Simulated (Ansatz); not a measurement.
**PBE against r2SCAN: Ni, x(Cu) = 0.333, 3 atoms, I4/mmm**

The reference is Ni in the fcc (Cu type) structure (space group Fm-3m, No. 225; a = 3.518 Å; ferromagnetic).

(Cell as relaxed with PBE.)

Levels (all Ansatz, a first-principles code, PAW): PBE (420 eV, scalar-relativistic without spin-orbit coupling); r2SCAN (500 eV, no SOC).

Each level relaxes its own structure.

```json
[
 {"base": "volume per atom", "PBE": "10.89 Å³", "r2SCAN": "10.52 Å³"},
 {"base": "lattice parameter a", "PBE": "3.518 Å", "r2SCAN": "3.478 Å"},
 {"base": "band gap", "PBE": "zero", "r2SCAN": "zero"},
 {"base": "largest site moment", "PBE": "0.67 μB", "r2SCAN": "0.81 μB"}
]
```

One thing is altered: a fraction x = 0.333 of the Ni sites is given to Cu, ordered in a cell of 3 atoms (starting symmetry I4/mmm) and fully relaxed.

```csv
quantity,PBE,r2SCAN
magnetic state,ferromagnetic,ferromagnetic
largest site moment,0.51 μB,0.68 μB
shortest interatomic distance,2.458 Å,2.423 Å
```

PBE's largest site moment lies 0.17 μB below r2SCAN's; PBE's shortest interatomic distance lies 0.035 Å above r2SCAN's (1.4 %); the two agree on the magnetic state. Neither level is exact; r2SCAN is the comparison here, not a measurement.

The magnetic state is the one reached from the starting moments; the real material's order can differ, and small cells can't hold many antiferromagnetic ones. Each cell is one ordered arrangement of few atoms, which overstates ordering effects compared with a random alloy. Stability against distortions was not tested. Spin-polarised in the final run: PBE CuNi2, PBE base, r2SCAN CuNi2 and r2SCAN base; the other runs are not.
